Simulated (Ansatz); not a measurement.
TaRe3 (model structure, started from the A15 type, Pm-3n, No. 223, 8 atoms in the cell) was calculated with r²SCAN (Ansatz, an electronic-structure program, plane waves, PAW).

Settings: plane-wave cutoff 560 eV, 12×12×12 k mesh, Fermi–Dirac smearing 0.05 eV, no spin polarisation, scalar-relativistic PAW data made under PBE.

Cell (relaxed at this level):

```xyz
8
Lattice="5.0119 0.0000 0.0000 0.0000 5.0119 0.0000 0.0000 0.0000 5.0119" Properties=species:S:1:pos:R:3 pbc="T T T"
Re     1.2530     0.0000     2.5059
Re     3.7589     0.0000     2.5059
Re     0.0000     2.5059     1.2530
Re     0.0000     2.5059     3.7589
Re     2.5059     1.2530     0.0000
Re     2.5059     3.7589     0.0000
Ta     0.0000     0.0000     0.0000
Ta     2.5059     2.5059     2.5059
```

Q: What does this level give for the bulk modulus B0?

A: 
- bulk modulus B0: 326 GPa

Note: the run has no spin polarisation, so it can have missed a magnetic state; the bulk modulus is −V dP/dV from two relaxed cells at ±2 % in volume; the relaxation could raise the start's symmetry but not lower it, so the cell can be a saddle point.

Spin–orbit coupling is not included.

Cost on a shared machine: around 9 core-minutes (rough).

A model structure was made by putting elements into a prototype or built by hand; it is no filed structure, need not be a known phase, and can be a saddle point held by its symmetry.
